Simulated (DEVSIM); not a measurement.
Device: Schottky contact on n-type Si, at 300 K.

```tsv
layer (left to right)	material	thickness (μm)	Nd (cm⁻³)	τn (s)	τp (s)
1	Si	0.730	1.4e15	7.9e-5	7.9e-5
2	Si	1.90	1.4e18	7.9e-5	7.9e-5
```

Left contact: Schottky, work function 4.57 eV, emission velocity 1.2e7 cm/s. Right contact: ohmic. Voltage is applied to the left contact. Recombination: SRH at mid-gap. Mobility is constant in doping.

This is a model device: material constants are rounded textbook-type values typed into the input, and sizes, dopings and lifetimes were drawn at random. Values at 300 K.

| parameter | Si |
|---|---|
| gap (eV) | 1.124 |
| affinity (eV) | 4.05 |
| permittivity | 11.7 |
| Nc (cm⁻³) | 2.86e19 |
| Nv (cm⁻³) | 3.1e19 |
| μn (cm²/Vs) | 1417 |
| μp (cm²/Vs) | 470 |

Simulated with DEVSIM: 1D drift-diffusion, Boltzmann statistics, complete ionisation; no tunnelling, impact ionisation, image-force lowering or self-heating. Metal contacts follow the ideal Schottky-Mott rule: no Fermi-level pinning, no interface dipoles.

The doping Nd of layer 2 was swept, all else fixed.

```tsv
doping Nd of layer 2 (cm^-3)	potential step across the device at zero bias (V)
4.2e16	0.351
1.4e17	0.382
4.2e17	0.411
1.4e18	0.442
4.2e18	0.470
1.4e19	0.502
```

From the first row to the last the potential step across the device at zero bias goes from 0.351 to 0.502.
